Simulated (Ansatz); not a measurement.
InP under load (space group I-4m2), r2SCAN with spin-orbit coupling, rigid bands (Ansatz, a quantum-chemistry and plane-wave program). Condition of this run: uniaxial stress zz = 2 GPa (compression positive) (the target of the relaxation). Band gap 0.93 eV, N_c = 5.95e17 cm⁻³ and N_v = 4.78e18 cm⁻³ at 300 K, conductivity masses along y (a = (0.00, 2.99, 2.85) Å; b = (2.99, 0.00, 2.85) Å; c = (2.99, 2.99, 0.00) Å) of 0.0898 mₑ (electrons) and 0.475 mₑ (holes). Take k_BT = 0.02585 eV.

Problem. Find the intrinsic carrier density and the intrinsic Fermi level.

Solution. n_i = √(N_c N_v) exp(−E_g/2k_BT) = 1.69e18 × exp(−17.99) = 2.6e10 cm⁻³. The level lies (k_BT/2) ln(N_v/N_c) = 27 meV from mid-gap (positive towards the conduction band). Each 0.1 eV added to the gap lowers n_i by a factor of 6.9.

Problem. What thermal injection velocity √(2k_BT/πm) limits a ballistic channel along the direction named?

Solution. 1.80e7 cm/s for electrons and 7.81e6 cm/s for holes, a ratio of √(m_h/m_e) = 2.30, for dilute carriers.

Problem. What built-in voltage has an abrupt junction with N_A = 1e16 and N_D = 1e17 cm⁻³, all dopants ionised?

Solution. V_bi = E_g/e − (k_BT/e) ln(N_c N_v/(N_A N_D)) = 0.93 − 0.02585 × 7.95 = 0.72 V, for the computed gap.

Rigid bands with the computed gap; masses take one relaxation time for all states.
